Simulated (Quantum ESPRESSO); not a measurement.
Worked example: self-consistent single point of ScBiO3 (R-3, 10 atoms in the cell) in Quantum ESPRESSO.

Method of the run: LDA (PW92), PseudoDojo standard norm-conserving (LDA) pseudopotentials (plane waves; Quantum ESPRESSO).

The change in words: lattice scaled by 0.97. Reference geometry:
```xyz
10
Lattice="2.8873 -1.6670 5.0935 0.0000 3.3340 5.0935 -2.8873 -1.6670 5.0935" Properties=species:S:1:pos:R:3 pbc="T T T"
Sc     0.0000     0.0000    13.0094
Sc     0.0000     0.0000     2.2711
Bi     0.0000     0.0000     9.7330
Bi     0.0000     0.0000     5.5475
O      1.2234    -1.8636     8.8461
O     -1.2234     1.8636     6.4344
O      1.0022     1.9913     8.8461
O     -1.0022    -1.9913     6.4344
O     -2.2257    -0.1277     8.8461
O      2.2257     0.1277     6.4344
```

Reference input (self-consistent single point, DFT, LDA (PW92), plane waves, PseudoDojo standard norm-conserving (LDA) pseudopotentials): ecutwfc = 85 Ry; occupations = fixed; potentials = {Sc: Sc.upf, Bi: Bi.upf, O: O.upf}; K_POINTS = automatic 3 3 3 0 0 0; nbnd = 48; conv_thr = 1e-10 Ry; mixing_beta = 0.7. This run's input differs from it in these lines:

```diff
@@ -10,4 +10,4 @@
   ibrav = 5,
-  celldm(1) = 11.503935868,
-  celldm(4) = 0.55009611386,
+  celldm(1) = 11.158817848,
+  celldm(4) = 0.55009612879,
   nat = 10,
```

Output, abridged:

```
     Self-consistent Calculation

     iteration #  1     ecut=    85.00 Ry     beta= 0.70

     total energy              =    -717.17808050 Ry
     estimated scf accuracy    <       3.58540845 Ry

     iteration #  2     ecut=    85.00 Ry     beta= 0.70

     total energy              =    -717.52570394 Ry
     estimated scf accuracy    <       7.95684032 Ry

     iteration #  3     ecut=    85.00 Ry     beta= 0.70

     total energy              =    -718.98647483 Ry
     estimated scf accuracy    <       0.04235871 Ry

   [... 11 blocks of this kind left out ...]

     iteration # 15     ecut=    85.00 Ry     beta= 0.70

     total energy              =    -719.04150061 Ry
     estimated scf accuracy    <          6.3E-10 Ry

     iteration # 16     ecut=    85.00 Ry     beta= 0.70
     End of self-consistent calculation

     highest occupied, lowest unoccupied level (ev):    10.0228   12.6695

!    total energy              =    -719.04150061 Ry
     estimated scf accuracy    <          4.8E-11 Ry

     convergence has been achieved in  16 iterations

     Forces acting on atoms (cartesian axes, Ry/au):

     atom    1 type  1   force =     0.00000000    0.00000000   -0.00132670
     atom    2 type  1   force =     0.00000000    0.00000000    0.00132670
     atom    3 type  2   force =    -0.00000000   -0.00000000   -0.00107910
     atom    4 type  2   force =     0.00000000   -0.00000000    0.00107910
     atom    5 type  3   force =     0.00393047   -0.00413081   -0.00222414
     atom    6 type  3   force =    -0.00393047    0.00413081    0.00222414
   [... lines left out ...]

     Total force =     0.015186     Total SCF correction =     0.000011

          total   stress  (Ry/bohr**3)                   (kbar)     P=      -10.92
  -0.00006753   0.00000000   0.00000000           -9.93        0.00        0.00
  -0.00000000  -0.00006753  -0.00000000           -0.00       -9.93       -0.00
  -0.00000000  -0.00000000  -0.00008761           -0.00       -0.00      -12.89

   JOB DONE.
```

The run converged in 16 iterations. Against the reference run the free energy drops by 62.3 meV/atom, the pressure goes from -13.45 to -1.09 GPa, the largest force goes from 0.443 to 0.157 eV/Å and the gap on the mesh goes from 2.479 to 2.647 eV.

The starting cell comes from a database of computed structures (which also holds hypothetical and non-ambient phases and stackings), without a prior relaxation at this level. Its lattice was rescaled by a random factor within 2.5 % of one. For this run, on top of that: lattice scaled by 0.97. Spin-orbit coupling is off.

Cost on one core of a shared machine: roughly 4 min.
